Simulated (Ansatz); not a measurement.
**Fermi-surface data of SnSb (Fm-3m)**

Given:

```
SnSb
1.0
    0.00000     3.04298     3.04298
    3.04298     0.00000     3.04298
    3.04298     3.04298     0.00000
Sn Sb
1 1
Direct
  0.50000   0.50000   0.50000
  0.00000   0.00000   0.00000
```

All values below come from PBEsol, rigid bands (plane waves, PAW, scalar-relativistic; Ansatz, a program for electronic structure). Geometry: cell and atoms relaxed with PBEsol.

```
Quantity                                                          Result
------------------------------------  ----------------------------------
density of states at the Fermi level  0.916 states/(eV·cell), both spins
bare Sommerfeld coefficient                    1.08 mJ/(mol of atoms·K²)
Drude plasma energy                                               9.0 eV
root-mean-square Fermi velocity                                1.4e6 m/s
resistivity times τ                                     6.1 ×10⁻²² Ω·m·s
```

A metal at this level (no band gap); rigid bands, thermally averaged at 300 K, both spins. Spin-orbit coupling is left out. τ is one relaxation time for all states.

Formula and space group known from diffraction (Crystallography Open Database), not checked to be the room-temperature form: SnSb (Fm-3m).
